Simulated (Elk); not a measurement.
Worked example: self-consistent single point of Ti₃Nb (Pm-3m, 4 atoms in the cell) in Elk.

Method of the run: PBEsol, all-electron FP-LAPW, Elk's shipped species files, default APW+lo basis (Elk).

```xyz
4
Lattice="4.2182 0.0000 0.0000 0.0000 4.2182 0.0000 0.0000 0.0000 4.2182" Properties=species:S:1:pos:R:3 pbc="T T T"
Ti     0.0000     2.1091     2.1091
Ti     2.1091     0.0000     2.1091
Ti     2.1091     2.1091     0.0000
Nb     0.0000     0.0000     0.0000
```

Reference input (self-consistent single point, DFT, PBEsol, all-electron FP-LAPW, Elk's shipped species files, default APW+lo basis): xctype = 22; swidth = 0.00367493 Ha; ngridk = 5 5 5; vkloff = 0.5 0.5 0.5; maxscl = 100. This run's input differs from it in these lines:

```diff
@@ -7,3 +7,3 @@
 swidth
-  0.00367493
+  0.0110248
```

Log, with long lists cut:

```
│ Self-consistent loop started │
│ Loop number : 1 │
 total energy                :     -6364.79758058
│ Loop number : 2 │
 total energy                :     -6365.26795635
RMS change in Kohn-Sham potential (target) :   0.3299302077     (  0.1000000000E-05)
Absolute change in total energy (target)   :   0.4703757659     (  0.1000000000E-03)
│ Loop number : 3 │
 total energy                :     -6365.78361781
RMS change in Kohn-Sham potential (target) :   0.3284792912     (  0.1000000000E-05)
Absolute change in total energy (target)   :   0.6332554036     (  0.1000000000E-03)
│ Loop number : 4 │
   [... lines left out ...]
Absolute change in total energy (target)   :   0.5327222971E-03 (  0.1000000000E-03)
│ Loop number : 16 │
 total energy                :     -6377.11823726
RMS change in Kohn-Sham potential (target) :   0.3379856361E-06 (  0.1000000000E-05)
Absolute change in total energy (target)   :   0.2323113131E-03 (  0.1000000000E-03)
│ Loop number : 17 │
 total energy                :     -6377.11823815
RMS change in Kohn-Sham potential (target) :   0.1132901294E-06 (  0.1000000000E-05)
Absolute change in total energy (target)   :   0.5896745824E-04 (  0.1000000000E-03)
Convergence targets achieved

│ Loop number : 18 │

Energies :
 Fermi                       :     0.283821528675
 total energy                :     -6377.11823826

Density of states at Fermi energy :    176.6925079
 (states/Hartree/unit cell)

Estimated indirect band gap :   0.1039378478E-02
 from k-point      5 to k-point      2
Estimated direct band gap   :   0.3638138060E-02
 at k-point      6

Charges :
 core                        :    58.00000000
 valence                     :    49.00000000
 interstitial                :    6.961636140
 muffin-tins (core leakage)
  species :    1 (Ti)
   atom    1                 :    20.29115345     (  0.5217515309E-09)
   atom    2                 :    20.29115345     (  0.5217515309E-09)
   atom    3                 :    20.29115345     (  0.5217515309E-09)
  species :    2 (Nb)
   atom    1                 :    39.16490350     (  0.9265425405E-06)
 total in muffin-tins        :    100.0383639
 total calculated charge     :    107.0172910
 total charge                :    107.0000000
 error                       :   0.1729096249E-01

│ Self-consistent loop stopped │
```

The run converged in 18 iterations. The count includes the last loop, which Elk runs after its targets are met. Against the reference run the free energy falls by 216 meV/atom.

The starting cell comes from a database of computed structures (which also holds hypothetical and non-ambient phases and stackings), without a prior relaxation at this level. Its lattice was rescaled by a random factor within 2.5 % of one. Spin polarisation is off. Values depend on the basis (sphere radii, cutoffs, local orbitals), which need not be converged. The log's line on a gap gives a spacing of levels on this mesh, which the program prints for metals too.
